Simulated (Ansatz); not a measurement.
## Worked example: self-consistent single point of Sr2P7I (P2_13, 40 atoms in the cell) in Ansatz

Computed with PBEsol, default PAW files made with PBE (plane waves; Ansatz, a first-principles code).

Input:

Ansatz 0.2 input:
```yaml
# Sr2P7I
crystal:
  lattice:
    - [10.036510, 0.000000, 0.000000]
    - [0.000000, 10.036510, 0.000000]
    - [0.000000, 0.000000, 10.036510]
  atoms:
    - { symbol: Sr, position_ang: [1.549537, 6.567792, 8.486973] }
    - { symbol: Sr, position_ang: [3.468718, 3.468718, 3.468718] }
    - { symbol: Sr, position_ang: [6.567792, 8.486973, 1.549537] }
    - { symbol: Sr, position_ang: [8.486973, 1.549537, 6.567792] }
    - { symbol: Sr, position_ang: [9.051828, 4.033573, 0.984682] }
    - { symbol: Sr, position_ang: [6.002937, 6.002937, 6.002937] }
    - { symbol: Sr, position_ang: [4.033573, 0.984682, 9.051828] }
    - { symbol: Sr, position_ang: [0.984682, 9.051828, 4.033573] }
    - { symbol: P, position_ang: [7.216251, 2.197996, 2.820259] }
    - { symbol: P, position_ang: [7.838514, 7.838514, 7.838514] }
    - { symbol: P, position_ang: [2.197996, 2.820259, 7.216251] }
    - { symbol: P, position_ang: [2.820259, 7.216251, 2.197996] }
    - { symbol: P, position_ang: [3.091647, 4.651922, 6.449562] }
    - { symbol: P, position_ang: [1.926608, 5.384588, 1.431307] }
    - { symbol: P, position_ang: [8.109902, 0.366333, 3.586948] }
    - { symbol: P, position_ang: [6.944863, 9.670177, 8.605203] }
    - { symbol: P, position_ang: [6.449562, 3.091647, 4.651922] }
    - { symbol: P, position_ang: [1.431307, 1.926608, 5.384588] }
    - { symbol: P, position_ang: [3.586948, 8.109902, 0.366333] }
    - { symbol: P, position_ang: [8.605203, 6.944863, 9.670177] }
    - { symbol: P, position_ang: [4.651922, 6.449562, 3.091647] }
    - { symbol: P, position_ang: [5.384588, 1.431307, 1.926608] }
    - { symbol: P, position_ang: [0.366333, 3.586948, 8.109902] }
    - { symbol: P, position_ang: [9.670177, 8.605203, 6.944863] }
    - { symbol: P, position_ang: [3.588554, 4.607561, 0.303705] }
    - { symbol: P, position_ang: [1.429701, 5.428949, 5.321960] }
    - { symbol: P, position_ang: [8.606809, 0.410694, 9.732805] }
    - { symbol: P, position_ang: [6.447956, 9.625816, 4.714550] }
    - { symbol: P, position_ang: [0.303705, 3.588554, 4.607561] }
    - { symbol: P, position_ang: [5.321960, 1.429701, 5.428949] }
    - { symbol: P, position_ang: [9.732805, 8.606809, 0.410694] }
    - { symbol: P, position_ang: [4.714550, 6.447956, 9.625816] }
    - { symbol: P, position_ang: [4.607561, 0.303705, 3.588554] }
    - { symbol: P, position_ang: [5.428949, 5.321960, 1.429701] }
    - { symbol: P, position_ang: [0.410694, 9.732805, 8.606809] }
    - { symbol: P, position_ang: [9.625816, 4.714550, 6.447956] }
    - { symbol: I, position_ang: [3.495315, 8.513570, 6.541195] }
    - { symbol: I, position_ang: [1.522940, 1.522940, 1.522940] }
    - { symbol: I, position_ang: [8.513570, 6.541195, 3.495315] }
    - { symbol: I, position_ang: [6.541195, 3.495315, 8.513570] }
kpoints:
  mp_grid: { grid: [3, 3, 3] }
hamiltonian:
  xc: pbesol
  pseudopotentials: { kind: paw }
scf:
  occupations: { method: fixed }
output:
  forces: true
  eigenvalues: true
  stress: true
```

The program printed (abridged):

```
WARN basis.ecutwfc = 420 eV, the default
WARN ansatz: RAYON_NUM_THREADS=1 ignored (pool sized by the plan → 1); use --threads N
Pseudopotentials: kind: paw
Pseudopotential: Sr, paw, valence charge 10
Pseudopotential: P, paw, valence charge 5
Pseudopotential: I, paw, valence charge 17
Crystal: 40 atoms, lattice volume = 1010.993 Å³
Basis set: ecut = 420 eV, 19837 PW (Γ), exchange–correlation on 144×144×144 points (8 copies of the dense FFT grid, shifted against one another)
Bands: 184, of which v1, the nominal top of the filled ones, is band 144 counted from 1 (143 counted from 0)
Symmetry: 12 space group operations
Space group: P213 (ITA 198), of the structure as read, at distance tolerance 1.0e-4 Å
k-points: 4 of 27 (time reversal used)
PAW frozen core: Sr, regenerated for the run's functional, and the local potential with it
PAW frozen core: P, regenerated for the run's functional, and the local potential with it
PAW frozen core: I, regenerated for the run's functional, and the local potential with it
Initial density: superposition of atomic densities (neutral atoms: chi_scale 0, normalization atom), corrected by the library's trained network
Initial wavefunctions: pseudopotential atomic-orbital guess
Eigensolver: davidson
Functional: x = pbesol(κ = 0.804, μ = 0.12345679012345678), c = pbesol(β = 0.046)
SCF iter   1: F=—  HF=-78415.676448 eV  |F-HF|=—  |Δ(HF+E_count)|=         —  Δρ=4.94e-3  dr2=3.70e-1  ethr=1.77e-3  ⟨swp⟩=8.0  Hψ=2912  notcnv=0  defer=146
all-band conjugate gradients solve this SCF's bands
preconditioner: auto → Resta (q_TF=auto, 2.213 Å⁻¹)
SCF iter   2: F=—  HF=-78415.599054 eV  |F-HF|=—  |Δ(HF+E_count)|=   7.74e-2  Δρ=2.32e-3  dr2=7.48e-2  ethr=1.28e-4  ⟨swp⟩=3.0  Hψ=1157  notcnv=0  defer=149
SCF iter   3: F=—  HF=-78415.586586 eV  |F-HF|=—  |Δ(HF+E_count)|=   1.25e-2  Δρ=5.53e-4  dr2=4.70e-3  ethr=2.60e-5  ⟨swp⟩=4.0  Hψ=1030  notcnv=0  defer=150
SCF iter   4: F=—  HF=-78415.586673 eV  |F-HF|=—  |Δ(HF+E_count)|=   8.78e-5  Δρ=1.73e-4  dr2=4.96e-4  ethr=1.63e-6  ⟨swp⟩=3.0  Hψ=1069  notcnv=0  defer=150
SCF iter   5: F=—  HF=-78415.586789 eV  |F-HF|=—  |Δ(HF+E_count)|=   1.16e-4  Δρ=4.73e-5  dr2=4.14e-5  ethr=1.72e-7  ⟨swp⟩=3.0  Hψ=1236  notcnv=0  defer=150
SCF iter   6: F=—  HF=-78415.587256 eV  |F-HF|=—  |Δ(HF+E_count)|=   4.67e-4  Δρ=1.29e-5  dr2=2.76e-6  ethr=1.44e-8  ⟨swp⟩=2.2  Hψ=991  notcnv=0  defer=149
SCF iter   7: F=—  HF=-78415.587257 eV  |F-HF|=—  |Δ(HF+E_count)|=   9.54e-7  Δρ=4.36e-6  dr2=4.02e-7  ethr=9.57e-10  ⟨swp⟩=2.8  Hψ=1114  notcnv=0  defer=149
SCF iter   8: F=-78415.587257 eV  HF=-78415.587257 eV  |F-HF|=1.44e-9  |Δ(HF+E_count)|=   1.90e-8  Δρ=1.35e-6  dr2=3.02e-8  ethr=3.47e-11  ⟨swp⟩=26.5  Hψ=6964  notcnv=0
SCF 1 converged in 8 iterations: F = -78415.587257 eV  dr2 = 3.02e-8
SCF converged after 8 iterations
Free energy (F): -78415.587257 eV
Harris-Foulkes:  -78415.587257 eV  (|F-HF|=1.44e-9)
Internal energy: -78415.587257 eV  (E = F + TS)
E sigma→0 (E₀):  -78415.587257 eV
Fermi energy:    6.146482 eV
--- Per-component energies (eV) ---
  E_band       = -2280.366879
  E_kinetic    = 4677.753151
  E_local      = -16257.895910  (includes V_loc(G=0)·N_el)
  E_nonlocal   = 2224.918421
  E_hartree    = 6397.938615
  E_xc         = -3588.952614
  E_vxc        = -3503.570111  (∫ρ·V_xc dr)
  E_paw        = -55618.878215  (= ΣΔE_a)
  E_vpaw       = -2217.453508  (= ΣTr[D̂ρ^β])
  E_aug_tail   = 0.000094  (compensation charges beyond the density's cutoff)
  E_ewald      = -16254.484838
  E_core_change = 4.014038  (= ΣΔE_core)
  E_smearing   = -0.000000  (= −TS)
  E_closure    = -0.000000  (closes the sum)
  Σ components = -78415.587257   (vs F -78415.587257, Δ=0.00e0)
--- Forces (eV/Å), atoms counted from 1 ---
  atom   1  Sr    -0.00531717    -0.00531717     0.00531717
  atom   2  Sr     0.00531717     0.00531717     0.00531717
  atom   3  Sr    -0.00531717     0.00531717    -0.00531717
  atom   4  Sr     0.00531717    -0.00531717    -0.00531717
  atom   5  Sr     0.03242146     0.03242146    -0.03242146
  atom   6  Sr    -0.03242146    -0.03242146    -0.03242146
   [... 29 lines left out ...]
  atom  36  P     -0.22075530     0.12561081     0.02875496
  atom  37  I      0.00826471     0.00826471    -0.00826471
  atom  38  I     -0.00826471    -0.00826471    -0.00826471
  atom  39  I      0.00826471    -0.00826471     0.00826471
  atom  40  I     -0.00826471     0.00826471     0.00826471
  max |Σ_I F_I| component: 5.20e-17 eV/Å
--- Stress (GPa, compression-positive) ---
       -1.155242      -0.000000       0.000000
       -0.000000      -1.155242       0.000000
        0.000000       0.000000      -1.155242
  P = ⅓ Tr σ = -1.1552 GPa (-11.552 kbar)
  The stress holds the Pulay correction. Without it, at fixed plane waves, as pw.x and ABINIT print it: P = -1.1756 GPa
--- Band table (eV) ---
  k-point 0: bands = ["-38.1240", "-38.1240", "-38.1240", "-38.1240", "-38.1240", "-38.1240", "-38.1240", "-38.1240", "-38.1066", "-38.1066", "-38.1066", "-38.1066", "-38.1066", "-38.1066", "-38.1066", "-38.1066", "-38.1042", "-38.1042", "-38.1042", [...]
  k-point 1: bands = ["-38.1240", "-38.1240", "-38.1240", "-38.1240", "-38.1240", "-38.1240", "-38.1240", "-38.1240", "-38.1066", "-38.1066", "-38.1066", "-38.1066", "-38.1066", "-38.1066", "-38.1066", "-38.1066", "-38.1042", "-38.1042", "-38.1042", [...]
  k-point 2: bands = ["-38.1240", "-38.1240", "-38.1240", "-38.1240", "-38.1240", "-38.1240", "-38.1240", "-38.1240", "-38.1066", "-38.1066", "-38.1066", "-38.1066", "-38.1066", "-38.1066", "-38.1066", "-38.1066", "-38.1042", "-38.1042", "-38.1042", [...]
  k-point 3: bands = ["-38.1240", "-38.1240", "-38.1240", "-38.1240", "-38.1240", "-38.1240", "-38.1240", "-38.1240", "-38.1066", "-38.1066", "-38.1066", "-38.1066", "-38.1066", "-38.1066", "-38.1066", "-38.1066", "-38.1042", "-38.1042", "-38.1042", [...]
```

The run converged in 8 iterations.

The starting cell comes from a database of computed structures (which also holds hypothetical and non-ambient phases and stackings), without a prior relaxation at this level. Spin-orbit coupling is off. Ansatz's pressure includes its estimate of the finite-basis (Pulay) stress.

Cost on one core of a shared machine: roughly 90 s.
